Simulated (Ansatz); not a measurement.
## Hf3N4 (space group I-43d, No. 220)

```
CELL_PARAMETERS angstrom
     -3.36712     3.36712     3.36712
      3.36712    -3.36712     3.36712
      3.36712     3.36712    -3.36712
ATOMIC_POSITIONS crystal
  Hf 0.87500 0.25000 0.12500
  Hf 0.75000 0.37500 0.62500
  Hf 0.62500 0.75000 0.37500
  Hf 0.25000 0.12500 0.87500
  Hf 0.12500 0.87500 0.25000
  Hf 0.37500 0.62500 0.75000
  N  0.50000 0.00000 0.63303
  N  0.00000 0.13303 0.50000
  N  0.86697 0.86697 0.86697
  N  0.13303 0.50000 0.00000
  N  0.00000 0.63303 0.50000
  N  0.50000 0.00000 0.13303
  N  0.63303 0.50000 0.00000
  N  0.36697 0.36697 0.36697
```

Method: PBE (Ansatz, a quantum-chemistry and plane-wave program; PAW; 420 eV plane waves; scalar-relativistic without spin-orbit coupling). Settings: 6×6×6 k-points, 0.05 eV Fermi–Dirac smearing.

The volume per atom is 10.91 Å³, the density comes out as 12.86 g/cm³ and the band gap is 1.04 eV, direct at Γ. The electron mass (degenerate bands, along [100]) is 0.32, 0.46 mₑ. The hole mass (degenerate bands, along [100]) is 0.21, 1.9, 1.9 mₑ. The total energy is -6958.668 eV/atom (σ→0; compares only within this code and set-up).

With Hf present, leaving out spin-orbit coupling can change the band edges. Effective masses come from finite differences of ±0.01 Å⁻¹. No phonon test of stability was made.
